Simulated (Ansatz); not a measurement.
Input and output of a self-consistent single point for a (100) slab of ScB2 (cut from a parent of space group no. 191; 9 atoms in the cell) (Ansatz, a first-principles code).

Level of theory: PBEsol, default PAW files made with PBE (plane waves; Ansatz).

```
CELL_PARAMETERS angstrom
      3.12968     0.00000     0.00000
      0.00000     3.51772     0.00000
      0.00000     0.00000    21.22771
ATOMIC_POSITIONS crystal
  Sc 0.25000 0.00000 0.37232
  B  0.75000 0.50000 0.32976
  B  0.75000 0.50000 0.41488
  Sc 0.75000 0.00000 0.50000
  B  0.25000 0.50000 0.45744
  B  0.25000 0.50000 0.54256
  Sc 0.25000 0.00000 0.62768
  B  0.75000 0.50000 0.58512
  B  0.75000 0.50000 0.67024
```

Reference input (self-consistent single point, DFT, PBEsol, plane waves, default PAW files made with PBE): basis.ecutwfc = 420 eV; kpoints.mp_grid.grid = 10 9 1; hamiltonian.xc = pbesol; hamiltonian.pseudopotentials = {kind: paw} (the program's default PAW files); scf.occupations.method = gaussian; scf.occupations.width = 0.1 eV. This run's input differs from it in these lines:

Ansatz 0.2 input:
```diff
@@ -18,3 +18,3 @@
 kpoints:
-  mp_grid: { grid: [10, 9, 1] }
+  mp_grid: { grid: [27, 24, 1] }
 hamiltonian:
```

Log, with long lists cut:

```
SCF iter   1: F=—  HF=-7251.568595 eV  |F-HF|=—  |Δ(HF+E_count)|=         —  Δρ=4.99e-3  dr2=2.53e-1  ethr=1.77e-3  ⟨swp⟩=7.0  Hψ=32631  notcnv=0  defer=56
all-band conjugate gradients solve this SCF's bands
preconditioner: auto → LDOS
SCF iter   2: F=—  HF=-7251.545055 eV  |F-HF|=—  |Δ(HF+E_count)|=   2.35e-2  Δρ=1.88e-3  dr2=3.17e-2  ethr=4.96e-4  ⟨swp⟩=2.0  Hψ=9736  notcnv=0  defer=581
   [... lines left out ...]
SCF iter   4: F=—  HF=-7251.542709 eV  |F-HF|=—  |Δ(HF+E_count)|=   1.03e-4  Δρ=1.15e-4  dr2=4.29e-5  ethr=2.87e-6  ⟨swp⟩=2.8  Hψ=8687  notcnv=0  defer=581
SCF iter   5: F=—  HF=-7251.542796 eV  |F-HF|=—  |Δ(HF+E_count)|=   8.76e-5  Δρ=3.29e-5  dr2=3.32e-6  ethr=8.41e-8  ⟨swp⟩=2.5  Hψ=9994  notcnv=0  defer=577
SCF iter   6: F=—  HF=-7251.542797 eV  |F-HF|=—  |Δ(HF+E_count)|=   6.32e-7  Δρ=9.12e-6  dr2=3.83e-7  ethr=6.51e-9  ⟨swp⟩=2.8  Hψ=11614  notcnv=0  defer=577
SCF iter   7: F=-7251.542797 eV  HF=-7251.542797 eV  |F-HF|=1.66e-8  |Δ(HF+E_count)|=   1.02e-8  Δρ=2.18e-6  dr2=1.06e-8  ethr=1.96e-10  ⟨swp⟩=14.3  Hψ=33669  notcnv=0
SCF 1 converged in 7 iterations: F = -7251.542797 eV  dr2 = 1.06e-8
Free energy (F): -7251.542797 eV
Internal energy: -7251.526849 eV  (E = F + TS)
E sigma→0 (E₀):  -7251.534823 eV
Entropy (-TS):   -0.015947 eV (-1.772 meV/atom)
Fermi energy:    1.064057 eV
--- Forces (eV/Å), atoms counted from 1 ---
  atom   1  Sc     0.00000000    -0.00000000    -1.68054966
  atom   2  B      0.00000000     0.00000000     1.86071269
  atom   3  B      0.00000000    -0.00000000    -0.17981725
  atom   4  Sc     0.00000000     0.00000000     0.00000000
  atom   5  B      0.00000000    -0.00000000    -0.10034416
  atom   6  B      0.00000000     0.00000000     0.10034416
  atom   7  Sc     0.00000000     0.00000000     1.68054966
  atom   8  B      0.00000000     0.00000000     0.17981725
  atom   9  B      0.00000000    -0.00000000    -1.86071269
--- Stress (GPa, compression-positive) ---
       -3.144517       0.000000      -0.000000
        0.000000      -3.248078      -0.000000
       -0.000000      -0.000000      -2.404695
  P = ⅓ Tr σ = -2.9324 GPa (-29.324 kbar)
  The stress holds the Pulay correction. Without it, at fixed plane waves, as pw.x and ABINIT print it: P = -2.9906 GPa
```

The run converged in 7 iterations. Against the reference run the free energy rises by 1.4 meV/atom and the largest force hardly changes (1.867 to 1.861 eV/Å).

The starting cell comes from a database of computed structures (which also holds hypothetical and non-ambient phases and stackings), without a prior relaxation at this level. The slab is cut from that crystal, and its faces are unrelaxed. Its lattice was rescaled by up to half a per cent. Spin polarisation is off, though cut faces can carry moments; the slab shows no gap. Forces in this geometry exceed 1 eV/Å.

Cost on one core of a shared machine: roughly 2 min.
